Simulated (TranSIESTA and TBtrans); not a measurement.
Ga chain with one S atom in place of Ga

System: Ga chain with one S atom in place of Ga. Leads: straight Ga chain, spacing 2.703 Å. Geometry: 3 atoms about the centre moved by SIESTA (PBE, DZP) to a largest force of 0.02 eV/Å, all others as built, motion along the axis alone.

Method: TranSIESTA and TBtrans, PBE, DZ numerical orbitals (energy shift 0.15 eV), PseudoDojo norm-conserving scalar-relativistic potentials, mesh cutoff 200 Ry, 300 K, no spin polarisation, no spin-orbit coupling; self-consistent non-equilibrium Green functions.

```
Property                           Value
---------------------------------  -----
Conductance at 300 K (G0 = 2e²/h)   1.07
Thermopower (μV/K)                  -7.5
Mean T from −0.5 to 0.5 eV          0.90
```

Energies count from the leads' Fermi level. Transmissions are for one spin of a degenerate pair. The energy step is 0.01 eV; narrower resonances are cut or missed.

| E (eV) | T | lead channels |
|---|---|---|
| -2.00 | 0.23 | 1 |
| -1.90 | 0 | 0 |
| -1.80 | 0 | 0 |
| -1.70 | 0 | 0 |
| -1.60 | 0 | 0 |
| -1.50 | 0 | 0 |
| -1.40 | 0 | 0 |
| -1.30 | 0.093 | 1 |
| -1.20 | 0.24 | 1 |
| -1.10 | 0.32 | 1 |
| -1.00 | 0.38 | 1 |
| -0.90 | 0.42 | 1 |
| -0.80 | 0.44 | 1 |
| -0.70 | 0.46 | 1 |
| -0.60 | 0.47 | 1 |
| -0.50 | 0.48 | 1 |
| -0.40 | 0.49 | 1 |
| -0.30 | 0.49 | 1 |
| -0.20 | 0.50 | 1 |
| -0.10 | 0.90 | 3 |
| 0.00 | 1.09 | 3 |
| 0.10 | 1.13 | 3 |
| 0.20 | 1.14 | 3 |
| 0.30 | 1.16 | 3 |
| 0.40 | 1.20 | 3 |
| 0.50 | 1.26 | 3 |
| 0.60 | 1.34 | 3 |
| 0.70 | 1.46 | 3 |
| 0.80 | 1.60 | 3 |
| 0.90 | 1.76 | 3 |
| 1.00 | 1.93 | 3 |
| 1.10 | 2.09 | 3 |
| 1.20 | 2.23 | 3 |
| 1.30 | 2.34 | 3 |
| 1.40 | 2.41 | 3 |
| 1.50 | 2.45 | 3 |
| 1.60 | 2.47 | 3 |
| 1.70 | 2.48 | 3 |
| 1.80 | 2.48 | 3 |
| 1.90 | 2.47 | 3 |
| 2.00 | 2.45 | 3 |

The straight chain is held at its spacing; free chains may zigzag or dimerise. No spin-polarised start was tried, so a magnetic state, if there is one, is missed.
